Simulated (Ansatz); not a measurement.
The starting structures come from a database of crystals and need not be the phases stable at ambient conditions.

Consider the following.

```yaml
crystal:
  lattice:
    - [4.13811, 0.00000, 0.00000]
    - [0.00000, 4.14674, 0.00000]
    - [0.00000, 0.00000, 4.13811]
  atoms:
    - { symbol: Sr, position: [0.50000, 0.48518, 0.50000] }
    - { symbol: Hf, position: [0.00000, 0.00718, 0.00000] }
    - { symbol: O, position: [0.00000, 0.02478, 0.50000] }
    - { symbol: O, position: [0.50000, 0.02478, 0.00000] }
    - { symbol: O, position: [0.00000, 0.51407, 0.00000] }
```

Space group of this cell: P4mm. The cell is taken as given; by PBEsol its mean pressure is -4.0 GPa.

Transport runs along the normal of the first two printed cell vectors, the (100) plane of the conventional cell.

The gap is the functional's own, uncorrected, and κ follows it; spin-orbit coupling is left out. Mid-gap values are interpolated between the computed energies.

### Question
Estimate the band gap and the smallest decay constant κ at mid-gap that Ansatz (a program for electronic structure) with PBEsol returns for this system.

### Answer
Gap 3.68 eV on a 8×8×8 mesh; κ = 0.302 1/Å, at (0.000, 0.125) of the in-plane reciprocal vectors. At the zone centre, at the nearest computed energy, the slowest state has κ = 0.31 1/Å.
